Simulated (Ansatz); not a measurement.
Results of HSE06 (plane waves, PAW; Ansatz, a program for electronic structure) for GaCl₃ (within 0.1 Å of C2/m, No. 12, 8 atoms in the cell; start mp-571266).

Numerical settings: plane-wave cutoff 500 eV, 4×4×4 k mesh, gaussian smearing 0.02 eV, scalar-relativistic PAW data made under PBE.

Cell (relaxed with PBEsol):

```
CELL_PARAMETERS angstrom
      7.19575    -0.32061    -0.13181
     -3.57108     6.26487    -0.10359
     -3.27731    -1.83859     5.88064
ATOMIC_POSITIONS crystal
  Ga 0.93035 0.84315 0.77281
  Ga 0.06965 0.15685 0.22719
  Cl 0.35858 0.20019 0.55878
  Cl 0.64142 0.79981 0.44122
  Cl 0.76557 0.76534 0.00031
  Cl 0.23443 0.23466 0.99969
  Cl 0.12281 0.69163 0.81291
  Cl 0.87719 0.30837 0.18709
```

Q: Give the computed band gap.

A: 
- band gap: 5.69 eV (on the SCF k mesh)

Note: cell and atoms aren't relaxed at this level (pressure 0.4 GPa).

Spin–orbit coupling is not included.

The result took about 17 core-minutes (a rough figure).

A start named mp-… is a Materials Project structure, which need not be a measured phase.
